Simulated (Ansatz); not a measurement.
The parent structure is Mn$_{3}$GaC in the anti-perovskite structure (space group Pm-3m, No. 221; a = 3.7598 Å; ferromagnetic).

Computed with Ansatz (a first-principles code) PBEsol, no SOC.

For the base:

* **Largest site moment**: 1.14 μB
* **Lattice parameter a**: 3.760 Å

Modification: a hydrostatic pressure of 7.5 GPa.

### Question
Estimate the effect on the largest site moment.

### Answer
The largest site moment hardly moves (1.14 μB against 1.09 μB).

### Question
Predict the new lattice parameter a.

### Answer
The lattice parameter a falls by 0.037 Å to 3.723 Å.

Other magnetic orders, which the real material may have, were not ruled out. Load acts through the strain it causes; cell and atoms are relaxed under it. Stability against distortions was not tested. Competing high-pressure phases were not computed.
